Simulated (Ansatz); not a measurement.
The parent structure is MgO (space group P6_3/mmc, No. 194; a = 3.494 Å, c = 4.194 Å; a cell from a computed database, its experimental status unchecked). Axes: x lies along a and z along c of the hexagonal cell.

Perturbation: uniaxial strain ε_xx = −1.70 %, all other strain components held at zero; the atoms relax in the strained cell.

Levels (all Ansatz, an electronic-structure program, PAW): PBEsol (420 eV, no spin-orbit coupling); r2SCAN (500 eV, scalar-relativistic without spin-orbit coupling); HSE06 (420 eV, no spin-orbit coupling).

One geometry, relaxed with PBEsol, under each level:

```json
[
 {"level": "PBEsol", "band gap": "3.35 eV", "lowest conduction level above the VBM at special points": "Γ 3.35 eV; Z 6.38 eV; Y 6.89 eV; S 6.90 eV", "electron mass": "0.37 mₑ along z, 0.34 mₑ across (at Γ)", "hole mass": "0.39 mₑ along z, 2.0 mₑ across (at Γ)", "pressure": "2.26 GPa"},
 {"level": "r2SCAN", "band gap": "4.14 eV", "lowest conduction level above the VBM at special points": "Γ 4.14 eV; Z 7.19 eV; Y 7.71 eV; S 7.72 eV", "electron mass": "0.40 mₑ along z, 0.36 mₑ across (at Γ)", "hole mass": "2.1 mₑ along x, 1.9 mₑ along y, 0.43 mₑ along z (at Γ)", "pressure": "1.30 GPa"},
 {"level": "HSE06", "band gap": "5.09 eV", "lowest conduction level above the VBM at special points": "Γ 5.09 eV; Z 8.22 eV; Y 8.74 eV", "electron mass": "–", "hole mass": "–", "pressure": "–"}
]
```

Single points use the geometry relaxed with PBEsol. Their cutoffs differ, which shifts pressures a little. Masses are band curvatures over ±0.01 Å⁻¹ around the edge. Stability against distortions was not tested. This is not the structure that MgO has at room temperature and ambient pressure. Labels are those of the standard path for the cell's own space group.
